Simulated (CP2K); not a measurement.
Worked example: self-consistent single point of Mg2Zn (Cmcm, 6 atoms in the cell) in CP2K.

Computed with LDA (Pade form), GPW, DZVP-MOLOPT-SR-GTH basis, GTH-PADE potentials (GTH_POTENTIALS) (CP2K).

```xyz
6
Lattice="5.3760 0.0000 0.0000 3.0299 4.4409 0.0000 0.0000 0.0000 4.7387" Properties=species:S:1:pos:R:3 pbc="T T T"
Mg     4.7940     4.2597     3.5541
Mg     3.6119     0.1811     1.1847
Mg     6.2206     1.5593     1.1847
Mg     2.1853     2.8815     3.5541
Zn     4.6146     1.4412     3.5541
Zn     3.7913     2.9996     1.1847
```

Reference input (self-consistent single point, DFT PBEsol, GPW, DZVP-MOLOPT-SR-GTH basis, GTH-PBE potentials (GTH_POTENTIALS)): CUTOFF = 1000 Ry; REL_CUTOFF = 50 Ry; SMEAR/METHOD = GAUSSIAN; SIGMA = 0.272 eV; KPOINTS/SCHEME = MONKHORST-PACK 5 5 5; XC_FUNCTIONAL = PBE:PBESOL; Mg/BASIS_SET = DZVP-MOLOPT-SR-GTH; Mg/POTENTIAL = GTH-PBE-q10; Zn/BASIS_SET = DZVP-MOLOPT-SR-GTH; Zn/POTENTIAL = GTH-PBE-q12; METHOD = GPW; EPS_DEFAULT = 1e-10. This run's input differs from it in these lines:

```diff
@@ -42,6 +42,3 @@
     &XC
-      &XC_FUNCTIONAL
-        &PBE
-          PARAMETRIZATION PBESOL
-        &END PBE
+      &XC_FUNCTIONAL PADE
       &END XC_FUNCTIONAL
@@ -81,3 +78,3 @@
       BASIS_SET DZVP-MOLOPT-SR-GTH
-      POTENTIAL GTH-PBE-q10
+      POTENTIAL GTH-PADE-q10
     &END KIND
@@ -85,3 +82,3 @@
       BASIS_SET DZVP-MOLOPT-SR-GTH
-      POTENTIAL GTH-PBE-q12
+      POTENTIAL GTH-PADE-q12
     &END KIND
```

Log, with long lists cut:

```
 SCF WAVEFUNCTION OPTIMIZATION

  Step     Update method      Time    Convergence         Total energy    Change
     1 NoMix/Diag. 0.30E+00      -     1.13061868      -374.4329563205 -3.74E+02
     2 Broy./Diag. 0.30E+00      -     0.05563967      -375.1330882483 -7.00E-01
     3 Broy./Diag. 0.30E+00      -     0.01414373      -374.0376867925  1.10E+00
     4 Broy./Diag. 0.30E+00      -     0.01625636      -373.6102730136  4.27E-01
     5 Broy./Diag. 0.30E+00      -     0.00438323      -373.5168013606  9.35E-02
     6 Broy./Diag. 0.30E+00      -     0.00224812      -373.5610197527 -4.42E-02
   [... 2 lines left out ...]
     9 Broy./Diag. 0.30E+00      -     0.00001396      -373.5589685955 -1.05E-03
    10 Broy./Diag. 0.30E+00      -     0.00001454      -373.5587859401  1.83E-04
    11 Broy./Diag. 0.30E+00      -     0.00000235      -373.5586426941  1.43E-04
    12 Broy./Diag. 0.30E+00      -     0.00000075      -373.5586366490  6.05E-06
  *** SCF run converged in    12 steps ***

  Overlap energy of the core charge distribution:               0.00000000000052
  Self energy of the core charge distribution:               -694.20536556888203
  Core Hamiltonian energy:                                    212.57555509640977
  Hartree energy:                                             159.05622549458263
  Exchange-correlation energy:                                -50.98178718308966
  Smearing free energy correction:                             -0.00326448837718
  Fermi energy:                                                 0.21042289008485

  Total energy:                                              -373.55863664902751
  Total energy (extrapolated to sigma->0):                   -373.55700440483889

                     Mulliken Population Analysis

   [... lines left out ...]

 STRESS| Analytical stress tensor [bar]
 STRESS|                        x                   y                   z
 STRESS|      x       -7.23642176599E+03   3.93609270608E+03  -6.52036111495E-08
 STRESS|      y        3.93609270608E+03  -1.26080185062E+04  -3.68894455027E-08
 STRESS|      z       -6.52036111495E-08  -3.68894455027E-08   5.09505443225E+03
 STRESS| 1/3 Trace                                            -4.91646194666E+03
```

The run converged in 12 iterations. Against the reference run the pressure goes from 1.86 to -0.49 GPa and the largest force goes from 0.136 to 0.070 eV/Å.

The starting cell comes from a database of computed structures (which also holds hypothetical and non-ambient phases and stackings), without a prior relaxation at this level. Values carry the incompleteness of an atom-centred basis.

Cost on one core of a shared machine: roughly 30 s.
